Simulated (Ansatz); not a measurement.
Troubleshooting Ansatz (a program for electronic structure): a failed run on Te₃As₂ (P-3m1, 5 atoms in the cell). The aim is a self-consistent single point with DFT, PBE, plane waves, default PAW files.

Cell that was meant: a = 4.4066 Å, b = 4.4066 Å, c = 6.8661 Å, α = 90.00°, β = 90.00°, γ = 120.00°.

Part of the input:

Ansatz 0.2 input:
```yaml
    - [-2.203294, 3.816217, 0.000000]
    - [0.000000, 0.000000, 6.866131]
  atoms:
    - { symbol: As, position_ang: [0.333334, 0.666666, 0.246700] }
    - { symbol: As, position_ang: [0.666668, 0.333331, 0.753297] }
    - { symbol: Te, position_ang: [0.000000, 0.000000, 0.000000] }
    - { symbol: Te, position_ang: [0.333334, 0.666666, 0.647002] }
    - { symbol: Te, position_ang: [0.666668, 0.333331, 0.353002] }
kpoints:
  mp_grid: { grid: [6, 6, 4] }
hamiltonian:
```

Log, with long lists cut:

```
WARN basis.ecutwfc = 420 eV, the default
WARN ansatz: RAYON_NUM_THREADS=1 ignored (pool sized by the plan → 1); use --threads N
Pseudopotentials: kind: paw
Pseudopotential: As, paw, valence charge 15
Pseudopotential: Te, paw, valence charge 16
Error: SCF: the overlap matrix is not positive definite, so this SCF or pass stopped before solving anything: energies and bands computed with it would not be physical. With PAW pseudopotential files every eigenvalue of that matrix must be above 0; at 1 of 76 k-points the lowest is not, and the worst, at k-point 1 (counted from zero), is -2.6e-5 (as computed, with no allowance for rounding). The cause is the files, the structure or the cutoff, not the eigensolver. Where the projector spheres of two atoms overlap (a projector without an augmentation charge has none), move the closest atoms apart or use files with smaller projector spheres; norm-conserving files [...]
```

Problem. Read the log: what does the program object to, and what is the fix?

Solution. The fault is this: fractional positions typed under position_ang; here the program stops on it instead of giving results. To fix it, make label and numbers agree, by changing either. The program stopped before any SCF iteration.

An input that runs soundly differs in these lines (not the only fix; some lines may just follow from the change or write a value another way):
```diff
-    - { symbol: As, position_ang: [0.333334, 0.666666, 0.246700] }
-    - { symbol: As, position_ang: [0.666668, 0.333331, 0.753297] }
-    - { symbol: Te, position_ang: [0.000000, 0.000000, 0.000000] }
-    - { symbol: Te, position_ang: [0.333334, 0.666666, 0.647002] }
-    - { symbol: Te, position_ang: [0.666668, 0.333331, 0.353002] }
+    - { symbol: As, position: [0.333333, 0.666667, 0.246700] }
+    - { symbol: As, position: [0.666667, 0.333333, 0.753300] }
+    - { symbol: Te, position: [0.000000, 0.000000, 0.000000] }
+    - { symbol: Te, position: [0.333333, 0.666667, 0.647000] }
+    - { symbol: Te, position: [0.666667, 0.333333, 0.353000] }
```

With that input, the run converged in 7 iterations: free energy E − TS (on the zero of these files) -30648.6824 eV; Fermi level (on the code's own zero) 13.10 eV; pressure 20.48 GPa; largest force (vector length) 1.461 eV/Å (DFT, PBE, plane waves, default PAW files).

On the sound input: the starting cell was generated: these elements placed on a structure prototype, without a prior relaxation; it need not be a known phase or ordering of this composition. With a pressure of about 20 GPa the cell is away from its equilibrium volume at this level. Forces in this geometry exceed 1 eV/Å. Ansatz's pressure includes its estimate of the finite-basis (Pulay) stress. The run gives no clean gap (levels at the Fermi energy touch, overlap or are partly filled at this smearing), which alone does not show that the compound is a metal.
